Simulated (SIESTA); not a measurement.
A self-consistent single point of SnO₂ (R-3m, 3 atoms in the cell) with SIESTA.

Level of theory: LDA PW92, numerical atomic orbitals DZP, PseudoDojo LDA standard norm-conserving potentials (rewritten from UPF to PSML) (SIESTA).

The change in words: lattice scaled by 0.98. Reference geometry:
```
SnO2
1.0
    1.61709     0.93363     4.80059
   -1.61709     0.93363     4.80059
    0.00000    -1.86726     4.80059
Sn O
1 2
Direct
  0.50000   0.50000   0.50000
  0.23717   0.23717   0.23717
  0.76283   0.76283   0.76283
```

Reference input (self-consistent single point, DFT, LDA PW92, numerical atomic orbitals DZP, PseudoDojo LDA standard norm-conserving potentials (rewritten from UPF to PSML)): XC.functional = LDA; XC.authors = PW92; potentials = PseudoDojo LDA standard; PAO.BasisSize = DZP; PAO.EnergyShift = 0.01 Ry; MeshCutoff = 300 Ry; kgrid.MonkhorstPack = 12 12 12; OccupationFunction = FD; ElectronicTemperature = 10 meV; MaxSCFIterations = 150; SCF.Mixer.Method = Pulay; SCF.Mixer.Weight = 0.2. This run's input differs from it in these lines:

```diff
@@ -12,5 +12,5 @@
 %block LatticeVectors
-     1.617095000    0.933630000    4.800593000
-    -1.617095000    0.933630000    4.800593000
-     0.000000000   -1.867260000    4.800593000
+     1.584753000    0.914957000    4.704581000
+    -1.584753000    0.914957000    4.704581000
+     0.000000000   -1.829915000    4.704581000
 %endblock LatticeVectors
@@ -18,5 +18,5 @@
 %block AtomicCoordinatesAndAtomicSpecies
-     0.000000000    0.000000000    7.200889500  1
-    -0.000000000   -0.000000000    3.415655524  2
-     0.000000000    0.000000000   10.986123476  2
+     0.000000000   -0.000000500    7.056871500  1
+     0.000000000   -0.000000237    3.347342314  2
+    -0.000000000   -0.000000763   10.766400686  2
 %endblock AtomicCoordinatesAndAtomicSpecies
```

The program printed (abridged):

```
        iscf     Eharris(eV)        E_KS(eV)     FreeEng(eV)     dDmax    Ef(eV) dHmax(eV)
   scf:    1    -3022.709382    -3031.890024    -3031.890024  1.651737 -6.995650  7.340205
   scf:    2    -3036.183569    -3034.341618    -3034.341618  0.112741 -7.068124  4.256226
   scf:    3    -3035.228507    -3034.979103    -3034.979103  0.124125 -5.771687  1.325132
   scf:    4    -3035.025451    -3035.006402    -3035.006402  0.045186 -6.262637  0.303118
   scf:    5    -3035.002715    -3035.006301    -3035.006301  0.020337 -6.413057  0.158932
   scf:    6    -3035.008543    -3035.008366    -3035.008366  0.008323 -6.363964  0.029150
   scf:    7    -3035.008488    -3035.008443    -3035.008443  0.001269 -6.366956  0.007497
   scf:    8    -3035.008447    -3035.008446    -3035.008446  0.000301 -6.369617  0.000994
   scf:    9    -3035.008446    -3035.008446    -3035.008446  0.000074 -6.369135  0.000206
SCF Convergence by DM+H criterion
max |DM_out - DM_in|         :     0.0000742441
max |H_out - H_in|      (eV) :     0.0002055301
SCF cycle converged after 9 iterations

Using DM_out to compute the final energy and forces

siesta: E_KS(eV) =            -3035.0084

siesta: E_KS - E_eggbox =     -3035.0084

siesta: Atomic forces (eV/Ang):
     1    0.000000   -0.000000   -0.000000
     2   -0.000000    0.000000    0.409684
     3   -0.000000   -0.000000   -0.409684
   Tot    0.000000   -0.000000    0.000000
   Max    0.409684
   Res    0.193127    sqrt( Sum f_i^2 / 3N )
   Max    0.409684    constrained

Stress tensor Voigt[x,y,z,yz,xz,xy] (kbar):      -53.91      -53.91        5.51       -0.00       -0.00       -0.00
(Free)E + p*V (eV/cell)    -3034.1373
Target enthalpy (eV/cell)    -3035.0084

   [... lines left out ...]
siesta: FreeEng =     -3035.008446
   [... lines left out ...]
siesta:    -0.033645    0.000000    0.000000
siesta:    -0.000000   -0.033646   -0.000000
siesta:    -0.000000   -0.000000    0.003441

siesta: Cell volume =         40.929329 Ang**3

siesta: Pressure (static):
siesta:                Solid            Molecule  Units
siesta:           0.00023180          0.00050141  Ry/Bohr**3
siesta:           0.02128313          0.04603690  eV/Ang**3
siesta:          34.09932612         73.75924875  kBar
```

The run converged in 9 iterations. Against the reference run the free energy goes down by 9.5 meV/atom, the pressure goes from -6.40 to 3.41 GPa, the largest force goes from 0.325 to 0.410 eV/Å and the gap on the mesh goes from 1.741 to 2.177 eV.

The starting cell comes from a database of computed structures (which also holds hypothetical and non-ambient phases and stackings), without a prior relaxation at this level. For this run, on top of that: lattice scaled by 0.98. Values carry the incompleteness of an atom-centred basis. With a pressure of about 3 GPa the cell is away from its equilibrium volume at this level.

Cost on one core of a shared machine: roughly 60 s.
